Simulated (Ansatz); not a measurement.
Consider CaZrF6 (space group Fm-3m, No. 225; a = 8.5108 Å; a cell from a computed database, its experimental status unchecked). Axes: x, y, z lie along the cube axes.

The change: uniaxial stress, 2 GPa tension along x, with the cell and atoms free to relax against it.

Levels (all Ansatz, a first-principles code, PAW): PBEsol (420 eV, spin-orbit coupling left out); r2SCAN (500 eV, no SOC); HSE06 (420 eV, scalar-relativistic without spin-orbit coupling).

At the geometry relaxed with PBEsol, these levels gave the following band gaps, in shuffled order: (a) 9.25 eV, (b) 7.69 eV, (c) 6.95 eV.

Question: Match each gap to its level.

Answer: (a) HSE06; (b) r2SCAN; (c) PBEsol.

Single points use the geometry relaxed with PBEsol. Load acts through the strain it causes; cell and atoms are relaxed under it. Beyond what the load breaks, stability against distortions was not tested.
